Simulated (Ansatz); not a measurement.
BAs: pressure series

The parent structure is BAs in the zinc blende structure (space group F-43m, No. 216; a = 4.784 Å).

Cell and atoms are relaxed at each pressure.

Level of theory: Ansatz (an electronic-structure program) r2SCAN, no spin-orbit coupling.

```json
[
 {"P (GPa)": "-2.00", "V (Å³/atom)": "13.886"},
 {"P (GPa)": "-1.00", "V (Å³/atom)": "13.784"},
 {"P (GPa)": "3.00", "V (Å³/atom)": "13.409"},
 {"P (GPa)": "7.00", "V (Å³/atom)": "13.079"},
 {"P (GPa)": "14.99", "V (Å³/atom)": "12.520"},
 {"P (GPa)": "29.99", "V (Å³/atom)": "11.710"},
 {"P (GPa)": "49.99", "V (Å³/atom)": "10.914"},
 {"P (GPa)": "75.00", "V (Å³/atom)": "10.175"},
 {"P (GPa)": "100.00", "V (Å³/atom)": "9.607"}
]
```

Task: Fit a third-order Birch–Murnaghan equation of state.

Result: Least squares on P(V) = (3B₀/2)[(V₀/V)^(7/3) − (V₀/V)^(5/3)]·[1 + (3/4)(B₀′ − 4)((V₀/V)^(2/3) − 1)] gives V₀ = 13.68 Å³/atom, B₀ = 142 GPa and B₀′ = 3.9.

Load acts through the strain it causes; cell and atoms are relaxed under it. No phonon test of stability was made. Competing high-pressure phases were not computed.
